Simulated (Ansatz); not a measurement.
System: cubic perovskite CsPbCl₃ (cubic high-temperature phase). Method: PBE+SOC (plane waves, PAW; Ansatz, a first-principles code).

Run with plane-wave cutoff 520 eV, 6×6×6 k mesh, Fermi–Dirac smearing 0.01 eV, PAW data made under PBE.

The cell has the measured lattice: a = b = c = 5.605 Å, α = β = γ = 90.00°.

**Question.** What does this level give for the band gap and Γ–Γ gap?

**Answer.** 
- band gap: 0.70 eV (direct)
- Γ–Γ gap: 5.84 eV

Note: held by symmetry at 0 K, a high-temperature phase can be a saddle point; cell and atoms aren't relaxed at this level (pressure 1.7 GPa).

The computed numbers hold no vibrational or temperature effects.
